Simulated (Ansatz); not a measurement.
A self-consistent single point of the (001) slab of PbO (cut from a parent of space group no. 129; 8 atoms in the cell) with Ansatz (an electronic-structure program).

Computed with PBE, PAW files (plane waves; Ansatz).

```xyz
8
Lattice="3.9919 0.0000 0.0000 0.0000 3.9919 0.0000 0.0000 0.0000 21.4015" Properties=species:S:1:pos:R:3 pbc="T T T"
Pb     1.9960     0.0000     7.0000
Pb     0.0000     1.9960     9.3665
O      1.9960     1.9960     8.1832
O      0.0000     0.0000     8.1832
Pb     1.9960     0.0000    12.0350
Pb     0.0000     1.9960    14.4015
O      1.9960     1.9960    13.2183
O      0.0000     0.0000    13.2183
```

Reference input (self-consistent single point, DFT, PBE, plane waves, PAW files): basis.ecutwfc = 420 eV; kpoints.mp_grid.grid = 6 6 1; hamiltonian.xc = pbe; hamiltonian.pseudopotentials = {kind: paw} (the program's default PAW files); scf.occupations.method = fermi_dirac; scf.occupations.width = 0.02 eV. This run's input differs from it in these lines:

Ansatz 0.2 input:
```diff
@@ -19,3 +19,3 @@
   mp_grid:
-    grid: [6, 6, 1]
+    grid: [8, 8, 1]
 hamiltonian:
```

Log, with long lists cut:

```
SCF iter   1: F=—  HF=-49913.592414 eV  |F-HF|=—  |Δ(HF+E_count)|=         —  Δρ=9.65e-2  dr2=4.03e1  ethr=3.10e-3  ⟨swp⟩=7.2  Hψ=3284  notcnv=0
all-band conjugate gradients solve this SCF's bands
preconditioner: auto → Resta (q_TF=auto, 2.143 Å⁻¹)
SCF iter   2: F=—  HF=-49906.190376 eV  |F-HF|=—  |Δ(HF+E_count)|=    7.40e0  Δρ=7.14e-2  dr2=1.28e1  ethr=3.10e-3  ⟨swp⟩=4.9  Hψ=1911  notcnv=0  defer=41
   [... lines left out ...]
SCF iter   8: F=—  HF=-49903.812402 eV  |F-HF|=—  |Δ(HF+E_count)|=   6.24e-4  Δρ=1.65e-4  dr2=1.77e-4  ethr=4.20e-6  ⟨swp⟩=2.0  Hψ=871  notcnv=0  defer=46
SCF iter   9: F=—  HF=-49903.812373 eV  |F-HF|=—  |Δ(HF+E_count)|=   2.92e-5  Δρ=2.87e-5  dr2=5.27e-6  ethr=2.22e-7  ⟨swp⟩=2.0  Hψ=1071  notcnv=0  defer=46
SCF iter  10: F=—  HF=-49903.812594 eV  |F-HF|=—  |Δ(HF+E_count)|=   2.21e-4  Δρ=2.89e-6  dr2=3.15e-8  ethr=1.25e-10  ⟨swp⟩=14.7  Hψ=5060  notcnv=0
SCF iter  11: F=-49903.812594 eV  HF=-49903.812594 eV  |F-HF|=7.20e-10  |Δ(HF+E_count)|=   3.84e-9  Δρ=5.87e-7  dr2=1.41e-9  ethr=3.94e-11  ⟨swp⟩=2.5  Hψ=2668  notcnv=0
SCF 1 converged in 11 iterations: F = -49903.812594 eV  dr2 = 1.41e-9
Free energy (F): -49903.812594 eV
Internal energy: -49903.812594 eV  (E = F + TS)
E sigma→0 (E₀):  -49903.812594 eV
Fermi energy:    2.698548 eV
--- Forces (eV/Å), atoms counted from 1 ---
  atom   1  Pb     0.00000000     0.00000000    -0.50466486
  atom   2  Pb     0.00000000     0.00000000     0.34079167
  atom   3  O      0.00000000     0.00000000    -0.01184492
  atom   4  O      0.00000000     0.00000000    -0.01184492
  atom   5  Pb     0.00000000     0.00000000    -0.34079167
  atom   6  Pb     0.00000000     0.00000000     0.50466486
  atom   7  O      0.00000000     0.00000000     0.01184492
  atom   8  O      0.00000000     0.00000000     0.01184492
--- Stress (GPa, compression-positive) ---
        1.735939       0.000000       0.000000
        0.000000       1.735939       0.000000
        0.000000       0.000000       1.383037
  P = ⅓ Tr σ = 1.6183 GPa (16.183 kbar)
  The stress holds the Pulay correction. Without it, at fixed plane waves, as pw.x and ABINIT print it: P = 1.5284 GPa
```

The run converged in 11 iterations. Against the reference run the free energy hardly moves (within 1 meV/atom), the largest force stays at 0.505 eV/Å and the gap on the mesh goes from 2.037 to 2.024 eV.

The starting cell has typed, rounded lattice constants, without a prior relaxation at this level. The slab is cut from that crystal, and its faces are unrelaxed. Its lattice was rescaled by up to half a per cent. Spin-orbit coupling is off. Spin polarisation is off, though cut faces can carry moments; a gap of a slab can lie between surface states.
